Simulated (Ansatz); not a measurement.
**Ge, response to strain**

Consider Ge (space group I4_1/amd, No. 141; a cell from a computed database, its experimental status unchecked; relaxed with 0.1 eV smearing).

```xyz
2
Lattice="-2.5583 2.5583 1.4026 2.5583 -2.5583 1.4026 2.5583 2.5583 -1.4026" Properties=species:S:1:pos:R:3 pbc="T T T"
Ge     2.5583     0.0000     0.7013
Ge     0.0000     0.0000     1.4026
```

Cartesian axes are those of the cell as printed.

Strains are applied to the cell and any free atomic positions relax; under biaxial strain the out-of-plane vector relaxes too.

Method: Ansatz (a program for electronic structure), PBEsol, PAW, cutoff 420 eV, without spin-orbit coupling.

Notes on the quantities. pressure: mean of the normal stresses, compression positive.

```csv
variant,pressure,shortest interatomic distance,space group
base,0.0 GPa,2.653 Å,I4_1/amd (No. 141)
"biaxial strain −2.16 %, plane normal [001], relaxed out of plane",…,…,I4_1/amd (No. 141)
isotropic strain −2.56 %,7.3 GPa,2.585 Å,I4_1/amd (No. 141)
isotropic strain −2.22 %,…,2.594 Å,I4_1/amd (No. 141)
isotropic strain −0.39 %,…,2.642 Å,I4_1/amd (No. 141)
uniaxial strain ε_xx = +2.42 %,-1.8 GPa,2.679 Å,Imma (No. 74)
```

Q: Fill in the withheld entries from the trend.

A: 
- biaxial strain −2.16 %, plane normal [001], relaxed out of plane, pressure: 2.3 GPa
- biaxial strain −2.16 %, plane normal [001], relaxed out of plane, shortest interatomic distance: 2.603 Å
- isotropic strain −2.22 %, pressure: 6.2 GPa
- isotropic strain −0.39 %, pressure: 0.9 GPa

A biaxial case was relaxed in a doubled cell and then solved in the primitive one. Whether these cells are dynamically stable was not tested. This is not the structure that Ge has at room temperature and ambient pressure.
